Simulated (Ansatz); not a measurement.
Base system: Ir in the fcc (Cu type) structure (space group Fm-3m, No. 225; a = 3.831 Å; relaxed with 0.1 eV smearing). Axes: x, y, z lie along the cube axes.

Calculations: PBEsol (Ansatz, a first-principles code, PAW, without spin-orbit coupling).

Modification: biaxial strain +1.67 %, plane normal [111], relaxed out of plane (Cartesian); in-plane vectors clamped, the third vector and the atoms free.

Problem. Predict the new energy relative to the base.

Solution. The energy rises by 20 meV/atom.

Problem. Predict the new ratio −ε⊥/ε∥.

Solution. The ratio −ε⊥/ε∥ is 0.51.

Problem. What happens to the in-plane stress?

Solution. The mean in-plane stress (compression positive) is -12.9 GPa.

Stability against distortions was not tested. The final runs are not spin-polarised.
